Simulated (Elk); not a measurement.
Band structure of Re (P6_3/mmc, 2 atoms in the cell).

```
CELL_PARAMETERS angstrom
      1.39118    -2.40959     0.00000
      1.39118     2.40959     0.00000
      0.00000     0.00000     4.49613
ATOMIC_POSITIONS crystal
  Re 0.33333 0.66667 0.25000
  Re 0.66667 0.33333 0.75000
```

Computed with PBE, all-electron FP-LAPW, Elk's shipped species files, APW+lo basis with extra local orbitals (Elk).

Settings: xctype = 20; rgkmax = 8; stype = 0; swidth = 0.00367493 Ha; ngridk = 14 14 7; gmaxvr = 16 1/bohr; nxlo = 2; lorbcnd = true; rmtscf = 0.88; lmaxi = 2.

The starting cell has typed, rounded lattice constants, without a prior relaxation at this level. Its lattice was rescaled by a random factor within 2.5 % of one. Spin-orbit coupling is off. Spin polarisation is off. Values depend on the basis (sphere radii, cutoffs, local orbitals), which need not be converged.

Levels in eV from the Fermi level, bands 26 to 33:
| point | 26 | 27 | 28 | 29 | 30 | 31 | 32 | 33 |
|---|---|---|---|---|---|---|---|---|
| Γ | -1.47 | -1.47 | -0.67 | -0.67 | 0.24 | 0.24 | 0.59 | 3.32 |
| M | -1.81 | -1.68 | -1.30 | -0.54 | 3.92 | 4.29 | 4.42 | 5.93 |
| K | -3.24 | -2.03 | -2.03 | 0.00 | 2.99 | 2.99 | 3.44 | 6.35 |
| A | -2.28 | -1.60 | -1.60 | -1.60 | -1.60 | 2.53 | 2.53 | 2.53 |
| L | -3.92 | 0.43 | 0.43 | 0.90 | 0.90 | 4.21 | 4.21 | 4.68 |
| H | -3.58 | -2.06 | -2.06 | 0.11 | 0.11 | 3.30 | 3.30 | 9.33 |

Bands cross the Fermi level along this path, so the cell is metallic at this level.
